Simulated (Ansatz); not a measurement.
The starting structures come from a database of crystals and need not be the phases stable at ambient conditions.

# Evanescent states of Ba$_{2}$NaReO$_{6}$ (Fm-3m, not sure to be the ambient phase, 10 atoms a cell, 14.9 Å³ an atom, -7 GPa at this level) along the normal of (001)

All values below come from PBEsol (plane waves, PAW; Ansatz, a first-principles code).

The gap is the functional's own. No spin-orbit coupling. Mid-gap values are interpolated on the energy grid.

Energies count from the valence-band top; κ is the least over a 6×6 mesh across the current.

| E (eV) | κ (1/Å) | where |
|---|---|---|
| 0.05 | 0.146 | Γ |
| 0.15 | 0.244 | Γ |
| 0.25 | 0.309 | Γ |
| 0.35 | 0.327 | Γ |
| 0.45 | ___ | Γ |
| 0.55 | ___ | Γ |
| 0.65 | ___ | Γ |
| 0.75 | ___ | off Γ |
| 0.85 | ___ | off Γ |
| 0.95 | ___ | off Γ |
| 1.05 | ___ | off Γ |
| 1.15 | ___ | off Γ |
| 1.25 | ___ | off Γ |
| 1.35 | ___ | off Γ |
| 1.45 | ___ | off Γ |
| 1.55 | 0.250 | off Γ |
| 1.65 | 0.216 | off Γ |
| 1.75 | 0.170 | off Γ |
| 1.85 | 0.096 | off Γ |

### Question
Some entries are withheld; supply them.

### Answer

- 0.45, κ (1/Å): 0.341
- 0.55, κ (1/Å): 0.355
- 0.65, κ (1/Å): 0.366
- 0.75, κ (1/Å): 0.368
- 0.85, κ (1/Å): 0.362
- 0.95, κ (1/Å): 0.354
- 1.05, κ (1/Å): 0.344
- 1.15, κ (1/Å): 0.332
- 1.25, κ (1/Å): 0.317
- 1.35, κ (1/Å): 0.299
- 1.45, κ (1/Å): 0.277
